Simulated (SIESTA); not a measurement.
Worked example: self-consistent single point of Hf3Co (Pm-3m, 4 atoms in the cell) in SIESTA.

Method: LDA PW92, numerical atomic orbitals TZP, PseudoDojo LDA standard norm-conserving potentials (rewritten from UPF to PSML) in SIESTA.

The change in words: lattice scaled by 0.98. Reference geometry:
```
CELL_PARAMETERS angstrom
      4.24227     0.00000     0.00000
      0.00000     4.24227     0.00000
      0.00000     0.00000     4.24227
ATOMIC_POSITIONS crystal
  Hf 0.00000 0.50000 0.50000
  Hf 0.50000 0.00000 0.50000
  Hf 0.50000 0.50000 0.00000
  Co 0.00000 0.00000 0.00000
```
Moments meant for the start (each program seeds them in its own way; μB, in the order of the atoms Hf Hf Hf Co): 0.0 0.0 0.0 3.0.

Reference input (self-consistent single point, DFT, LDA PW92, numerical atomic orbitals TZP, PseudoDojo LDA standard norm-conserving potentials (rewritten from UPF to PSML)): XC.functional = LDA; XC.authors = PW92; potentials = PseudoDojo LDA standard; PAO.BasisSize = TZP; PAO.EnergyShift = 0.01 Ry; MeshCutoff = 350 Ry; kgrid.MonkhorstPack = 6 6 6; OccupationFunction = MP; OccupationMPOrder = 0; ElectronicTemperature = 100 meV; Spin = polarized; DM.InitSpin = [1 +0.00, 2 +0.00, 3 +0.00, 4 +3.00]. This run's input differs from it in these lines:

```diff
@@ -12,5 +12,5 @@
 %block LatticeVectors
-     4.242270000    0.000000000    0.000000000
-     0.000000000    4.242270000    0.000000000
-     0.000000000    0.000000000    4.242270000
+     4.157425000    0.000000000    0.000000000
+     0.000000000    4.157425000    0.000000000
+     0.000000000    0.000000000    4.157425000
 %endblock LatticeVectors
@@ -18,5 +18,5 @@
 %block AtomicCoordinatesAndAtomicSpecies
-     0.000000000    2.121135000    2.121135000  1
-     2.121135000    0.000000000    2.121135000  1
-     2.121135000    2.121135000    0.000000000  1
+     0.000000000    2.078712500    2.078712500  1
+     2.078712500    0.000000000    2.078712500  1
+     2.078712500    2.078712500    0.000000000  1
      0.000000000    0.000000000    0.000000000  2
```

The program printed (abridged):

```
        iscf     Eharris(eV)        E_KS(eV)     FreeEng(eV)     dDmax    Ef(eV) dHmax(eV)
   scf:    1    -8623.896126    -8721.325503    -8721.346545  0.997054 -2.968538 44.503906
     spin moment: {S} , |S| = {        0.0        0.0    3.05085 }     3.05085
   scf:    2    -8668.738614    -8745.631773    -8745.655880  0.652785 -3.783298 25.372637
     spin moment: {S} , |S| = {        0.0        0.0    1.01937 }     1.01937
   scf:    3    -8766.760457    -8761.433880    -8761.464132  0.177488 -3.689045  4.347959
     spin moment: {S} , |S| = {        0.0        0.0    1.63917 }     1.63917
   [... lines left out ...]
     spin moment: {S} , |S| = {        0.0        0.0    0.00373 }     0.00373
   scf:   34    -8763.356284    -8763.356284    -8763.391444  0.000021 -4.167982  0.000511
     spin moment: {S} , |S| = {        0.0        0.0    0.00332 }     0.00332
   scf:   35    -8763.356287    -8763.356285    -8763.391444  0.000192 -4.167939  0.000120
     spin moment: {S} , |S| = {        0.0        0.0   -0.00002 }    -0.00002
   scf:   36    -8763.356285    -8763.356285    -8763.391444  0.000006 -4.167939  0.000203
     spin moment: {S} , |S| = {        0.0        0.0    0.00005 }     0.00005
SCF Convergence by DM+H criterion
max |DM_out - DM_in|         :     0.0000056419
max |H_out - H_in|      (eV) :     0.0002028529
SCF cycle converged after 36 iterations

Using DM_out to compute the final energy and forces

siesta: E_KS(eV) =            -8763.3563

siesta: E_KS - E_eggbox =     -8763.3563

siesta: Atomic forces (eV/Ang):
     1    0.000000    0.000000    0.000000
     2    0.000000   -0.000000    0.000000
     3    0.000000    0.000000    0.000000
     4    0.000000   -0.000000   -0.000000
   Tot    0.000000   -0.000000   -0.000000
   Max    0.000000
   Res    0.000000    sqrt( Sum f_i^2 / 3N )
   Max    0.000000    constrained

Stress tensor Voigt[x,y,z,yz,xz,xy] (kbar):       59.39       59.39       59.39       -0.00        0.00        0.00
(Free)E + p*V (eV/cell)    -8766.0552
   [... lines left out ...]
siesta: FreeEng =     -8763.391444
siesta: Cell volume =         71.857693 Ang**3
siesta:         -59.39291354        -59.39291354  kBar
   [... lines left out ...]

             -0.028  -0.023  -0.028  -0.023   0.066   0.066   0.024   0.066

              0.024

mulliken: Qtot =       26.500

Mulliken Atomic Populations:
Atom #   charge [q] valence [e]      Sz [e]  Species
     1    -0.162384   12.162384    0.000016  Hf
     2    -0.162384   12.162384    0.000016  Hf
     3    -0.162384   12.162384    0.000016  Hf
     4     0.487151   16.512849   -0.000004  Co
 Total     0.000000                0.000046
```

The run converged in 36 iterations. Against the reference run the free energy goes down by 67.9 meV/atom and the pressure goes from -13.36 to -5.94 GPa.

The starting cell comes from a database of computed structures (which also holds hypothetical and non-ambient phases and stackings), without a prior relaxation at this level. For this run, on top of that: lattice scaled by 0.98. The starting moments vanished: the run ended non-magnetic, which need not be the lowest state. Values carry the incompleteness of an atom-centred basis. With a pressure of about -6 GPa the cell is away from its equilibrium volume at this level.

Cost on one core of a shared machine: roughly 4 min.
